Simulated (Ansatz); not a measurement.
The reference is CdS in the zinc blende structure (space group F-43m, No. 216).

```yaml
crystal:
  lattice:
    - [0.00000, 2.93890, 2.93890]
    - [2.93890, 0.00000, 2.93890]
    - [2.93890, 2.93890, 0.00000]
  atoms:
    - { symbol: S, position: [0.75000, 0.75000, 0.75000] }
    - { symbol: Cd, position: [0.00000, 0.00000, 0.00000] }
```

Cartesian axes are those of the cell as printed.

All numbers come from r2SCAN in Ansatz (plane waves to 500 eV, PAW, without spin-orbit coupling).

Modification: tensile biaxial strain of 0.76 % in the plane normal to [111], as in epitaxy on a mismatched substrate; the out-of-plane cell vector and the atoms relax.

Estimate the effect on the in-plane stress.

The mean in-plane stress (compression positive) amounts to -0.7 GPa.

No phonon test of stability was made.

Ansatz is an electronic-structure program.
